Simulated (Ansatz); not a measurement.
Functionals compared on the (211) surface of bcc Ta in its 1x1 cell, outermost plane spacing 1.35 Å in the ideal cut, in Ansatz (plane waves, PAW). The structure was relaxed with PBE; the other rows are single points on it, each with its references at the same level. Cutoff 420 eV (500 eV for r2SCAN).

Slab: 9 atoms, 10.8 Å thick at the start; k 13x8x1, smearing 0.1 eV, dipole-corrected; all atoms relaxed; start symmetry kept, larger cells not searched; no spin, no spin-orbit, no U. These notes are the PBE run's.

```csv
functional,surface energy (J/m²),work function of the top face (eV),rough cost of the single point
PBE,2.70,3.96,–
LDA,3.01,4.23,roughly 70 core-seconds
PBEsol,2.96,4.05,around 80 core-seconds (rough)
RPBE,2.56,3.83,roughly 110 core-seconds
r2SCAN,2.94,3.96,around 3 core-minutes (rough)
```

Ansatz is a program for electronic structure.
